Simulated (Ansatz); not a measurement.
Consider Si in the diamond structure (space group Fd-3m, No. 227; a = 5.402 Å). Axes: x, y, z lie along the cube axes.

Method: LDA (Ansatz, an electronic-structure program; PAW; 420 eV plane waves; without spin-orbit coupling).

Now apply this change: an isotropic linear strain of −3.00 %; the atoms relax in the strained cell.

Predict the stress tensor and what it implies for the stiffness.

Stress of the strained cell less that of the base (GPa, compression positive):
```
  10.67    0.00    0.00
   0.00   10.67    0.00
   0.00    0.00   10.67
```

Then B = −ΔP/(ΔV/V₀) with ΔV/V₀ = -0.0873 gives secant stiffness values (nonlinear terms included at this strain): B ≈ 122 GPa.

As a check, the harmonic strain energy −½ V₀ Δσ:ε is 59 meV/atom; the computed energy rise is 53 meV/atom.

Whether these cells are dynamically stable was not tested.
